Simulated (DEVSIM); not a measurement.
Structure: Mo/SiO2/p-Si capacitor, at 400 K.

Layer 1 from the left is SiO2, thickness (nm) 24.0. Layer 2 from the left is Si, thickness (nm) 14000, Na (cm⁻³) 1.7e15.

Metal gate on the left, work function 4.6 eV. Fixed charge at the semiconductor interface 1.5e11 cm⁻² (in units of +e); no interface traps.

This is a model device: material constants are rounded textbook-type values typed into the input, and sizes, dopings and lifetimes were drawn at random. Values at 300 K; Nc and Nv go as T^1.5, mobilities as T to minus their exponent, the gap by Varshni's rule with the affinity fixed.

SiO2: gap (eV) 9, affinity (eV) 0.9, permittivity 3.9. Si: gap (eV) 1.124, affinity (eV) 4.05, permittivity 11.7, Nc (cm⁻³) 2.86e19, Nv (cm⁻³) 3.1e19, Varshni α (eV/K) 0.000473, Varshni β (K) 636.

DEVSIM, 1D Poisson equation in equilibrium, Boltzmann statistics, complete ionisation; no quantum confinement or tunnelling. Metal contacts follow the ideal Schottky-Mott rule: no Fermi-level pinning, no interface dipoles.

Q: What does the simulation give for the minimum of the low-frequency capacitance?

A: minimum of the low-frequency capacitance 0.0212 μF/cm².
